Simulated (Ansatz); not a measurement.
Base system: GaAs in the zinc blende structure (space group F-43m, No. 216; a = 5.667 Å).

The other end (x = 1) is GaIr in the zinc blende structure (space group F-43m, No. 216; a hypothetical phase, not in the database extracts checked): 21.14 Å³/atom, gap zero; this end may not be an ambient phase.

The values are results of Ansatz (a quantum-chemistry and plane-wave program) r2SCAN, spin-orbit coupling left out, not measurements.

Ir replaces a fraction x of As; each row is one arrangement (x, atoms in the cell, starting space group or random), fully relaxed.

One change was made to it. Results:

The band gap goes from 0.96 eV to zero; the mixing energy is +0.03 eV/atom (to 0.01 eV only: unlike meshes or grids) (against an end that may be hypothetical); the deviation of the volume from the linear (Vegard-type) interpolation is +0.7 %; the shortest interatomic distance drops by 0.057 Å to 2.397 Å.

Question: Name the change that was made.
A) x(Ir) = 0.333, 6 atoms, Imm2
B) x(Ir) = 0.75, 8 atoms, P-4m2
C) x(Ir) = 0.25, 8 atoms, Pmm2

Answer: B, x(Ir) = 0.75, 8 atoms, P-4m2. For comparison, the shortest interatomic distance in the other runs: x(Ir) = 0.25, 8 atoms, Pmm2 gives 2.410 Å; x(Ir) = 0.333, 6 atoms, Imm2 gives 2.406 Å.

Each cell is one ordered arrangement of few atoms, which overstates ordering effects compared with a random alloy. Spin-orbit coupling, missing from the scalar runs, can matter with Ir. Whether these cells are dynamically stable was not tested. The final runs are not spin-polarised. Gaps under 0.05 eV, about the width of the smearing, are given as zero. The zero or small gap of Ga4Ir3As, Ga4IrAs3 and Ga3IrAs2 can change with the level of theory.
